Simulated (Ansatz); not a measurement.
Start from Mo in the bcc (W type) structure (space group Im-3m, No. 229).

```yaml
crystal:
  lattice:
    - [-1.58038, 1.58038, 1.58038]
    - [1.58038, -1.58038, 1.58038]
    - [1.58038, 1.58038, -1.58038]
  atoms:
    - { symbol: Mo, position: [0.00000, 0.00000, 0.00000] }
```

Calculations: DFT with PBE, PAW potentials and a 420 eV plane-wave cutoff in Ansatz (a program for electronic structure), no spin-orbit coupling, earlier PAW set.

Base values:

| Quantity | Result |
|---|---|
| Volume per atom | 15.79 Å³ |

Now apply this change: cell and atoms relaxed at a pressure of 15 GPa.

Q: What does the calculation give for the volume per atom after the change?

A: The volume per atom falls by 0.80 Å³ (15.79 Å³ → 14.99 Å³).

Load acts through the strain it causes; cell and atoms are relaxed under it. No phonon test of stability was made. No other phases were tried under pressure. The final runs are not spin-polarised.
